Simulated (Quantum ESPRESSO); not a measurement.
Quantum ESPRESSO 7.5, DFT, PBE, plane waves, PseudoDojo 0.5 standard norm-conserving PBE (local tails restored to the Coulomb form): bcc W, atoms displaced, 2 atoms. Basis and mesh were picked for this test and aren't claimed converged.

```fortran
&CONTROL
  calculation = 'scf'
  pseudo_dir = './pseudo'
  outdir = './out'
  tprnfor = .true.
  tstress = .false.
/
&SYSTEM
  ibrav = 0
  nat = 2
  ntyp = 1
  ecutwfc = 74.0
  ecutrho = 296.0
  occupations = 'smearing'
  smearing = 'mv'
  degauss = 0.02
/
&ELECTRONS
  conv_thr = 2e-09
/
ATOMIC_SPECIES
W 183.8400 W.upf
CELL_PARAMETERS angstrom
  3.165000000000   0.000000000000   0.000000000000
  0.000000000000   3.165000000000   0.000000000000
  0.000000000000   0.000000000000   3.165000000000
ATOMIC_POSITIONS crystal
W   0.002040000000   0.998101000000   0.007594000000
W   0.503433000000   0.481719000000   0.497826000000
K_POINTS automatic
8 8 8 0 0 0
```

```bash
OMP_NUM_THREADS=1 mpirun -np 96 pw.x -nk 2 -in pw.in
```

The program reports k-points computed: 260, bands: 18, electrons: 28, G-vectors of the density: 18349, FFT grid: 36×36×36.

It runs on a single node (Intel Xeon 6 (Granite Rapids), 96 cores on 1 socket, 2 hardware threads a core, 3 L3 cache groups, 3 NUMA nodes).

On 96 ranks this takes 8.3 s. Times are wall-clock medians of two to five runs, from launch to exit, with nothing else on the machine. Processes are pinned to neighbouring cores unless said otherwise. The times hold for this build (conda-forge: Open MPI 5.0, OpenMP, OpenBLAS 0.3.34 (pthreads), FFTW, ScaLAPACK, ELPA). Scratch files lie in a memory file system.

Q: What should be changed to get the same answer (within 1.0 meV/atom in energy, 10 meV/Å in forces (largest component)) sooner? Keep to 96 cores.

A: Several could match; the one computed here: going from -nk 2 to -nk 24, one of the fastest among the values tried that keep the result.

```diff
-OMP_NUM_THREADS=1 mpirun -np 96 pw.x -nk 2 -in pw.in
+OMP_NUM_THREADS=1 mpirun -np 96 pw.x -nk 24 -in pw.in
```

Time: 8.3 s to 2.8 s (2.9× as fast). The largest move is in FFTs of H·ψ (vloc_psi): 3.5 s to 0.82 s. SCF iterations go from 8 to 9. These two results differ by: energy equal as printed, forces (largest component) 0.024 meV/Å. Others tried: -nk 12 (2.9 s); -nk 48 (2.9 s); -nk 96 (2.9 s); -nk 32 (3.0 s); -nk 16 (3.5 s); -nk 8 (3.7 s); -nk left out (the program takes 6) (3.7 s); -nk 6 (3.7 s); -nk 4 (5.0 s); -nk 3 (6.9 s); -nk 1 (20 s). Launch, exit and the like take 0.81 s of the 2.8 s.
